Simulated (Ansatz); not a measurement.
Worked example: self-consistent single point of La2Se3 (P-3m1, 5 atoms in the cell) in Ansatz (a program for electronic structure).

Method: revPBE, default PAW files made with PBE (plane waves; Ansatz).

```
CELL_PARAMETERS angstrom
      4.85654     0.00000     0.00000
     -2.42827     4.20589     0.00000
      0.00000     0.00000     7.56723
ATOMIC_POSITIONS crystal
  La 0.33333 0.66667 0.24670
  La 0.66667 0.33333 0.75330
  Se 0.00000 0.00000 0.00000
  Se 0.33333 0.66667 0.64700
  Se 0.66667 0.33333 0.35300
```

Reference input (self-consistent single point, DFT, PBE, plane waves, default PAW files): kpoints.mp_grid.grid = 8 8 5; hamiltonian.xc = pbe; hamiltonian.pseudopotentials = {kind: paw} (the program's default PAW files); scf.occupations.method = gaussian; scf.occupations.width = 0.2 eV. This run's input differs from it in these lines:

Ansatz 0.2 input:
```diff
@@ -15,3 +15,3 @@
 hamiltonian:
-  xc: pbe
+  xc: revpbe
   pseudopotentials: { kind: paw }
```

The program printed (abridged):

```
SCF iter   1: F=—  HF=-28943.888954 eV  |F-HF|=—  |Δ(HF+E_count)|=         —  Δρ=3.02e-3  dr2=5.08e-3  ethr=1.77e-3  ⟨swp⟩=5.6  Hψ=5778  notcnv=0
all-band conjugate gradients solve this SCF's bands
preconditioner: auto → Resta (q_TF=auto, 2.391 Å⁻¹)
SCF iter   2: F=—  HF=-28943.886496 eV  |F-HF|=—  |Δ(HF+E_count)|=   2.46e-3  Δρ=1.72e-3  dr2=1.67e-3  ethr=7.25e-6  ⟨swp⟩=2.1  Hψ=3397  notcnv=0
   [... lines left out ...]
SCF iter   4: F=—  HF=-28943.890934 eV  |F-HF|=—  |Δ(HF+E_count)|=   4.38e-4  Δρ=1.02e-4  dr2=1.17e-5  ethr=2.42e-7  ⟨swp⟩=2.4  Hψ=3013  notcnv=0
SCF iter   5: F=—  HF=-28943.891028 eV  |F-HF|=—  |Δ(HF+E_count)|=   9.35e-5  Δρ=3.63e-5  dr2=1.93e-6  ethr=1.67e-8  ⟨swp⟩=2.9  Hψ=2409  notcnv=0
SCF iter   6: F=—  HF=-28943.891053 eV  |F-HF|=—  |Δ(HF+E_count)|=   2.51e-5  Δρ=1.02e-5  dr2=2.33e-7  ethr=2.75e-9  ⟨swp⟩=3.0  Hψ=2475  notcnv=0
SCF iter   7: F=-28943.891055 eV  HF=-28943.891055 eV  |F-HF|=2.36e-7  |Δ(HF+E_count)|=   2.38e-6  Δρ=3.76e-6  dr2=4.24e-8  ethr=1.43e-10  ⟨swp⟩=13.9  Hψ=9138  notcnv=0
SCF 1 converged in 7 iterations: F = -28943.891055 eV  dr2 = 4.24e-8
Free energy (F): -28943.891055 eV
Internal energy: -28943.891055 eV  (E = F + TS)
E sigma→0 (E₀):  -28943.891055 eV
Fermi energy:    9.303732 eV
--- Forces (eV/Å), atoms counted from 1 ---
  atom   1  La    -0.00000000     0.00000000    -0.41656604
  atom   2  La     0.00000000    -0.00000000     0.41656604
  atom   3  Se     0.00000000     0.00000000     0.00000000
  atom   4  Se    -0.00000000     0.00000000    -0.06113235
  atom   5  Se     0.00000000     0.00000000     0.06113235
--- Stress (GPa, compression-positive) ---
        1.241313       0.000000       0.000000
        0.000000       1.241313      -0.000000
        0.000000      -0.000000       0.872095
  P = ⅓ Tr σ = 1.1182 GPa (11.182 kbar)
  The stress holds the Pulay correction. Without it, at fixed plane waves, as pw.x and ABINIT print it: P = 1.1135 GPa
```

The run converged in 7 iterations. Against the reference run the pressure goes from -0.09 to 1.12 GPa, the largest force goes from 0.391 to 0.417 eV/Å and the gap on the mesh goes from 1.929 to 1.984 eV.

The starting cell was generated: these elements placed on a structure prototype, without a prior relaxation; it need not be a known phase or ordering of this composition. Ansatz's pressure includes its estimate of the finite-basis (Pulay) stress.
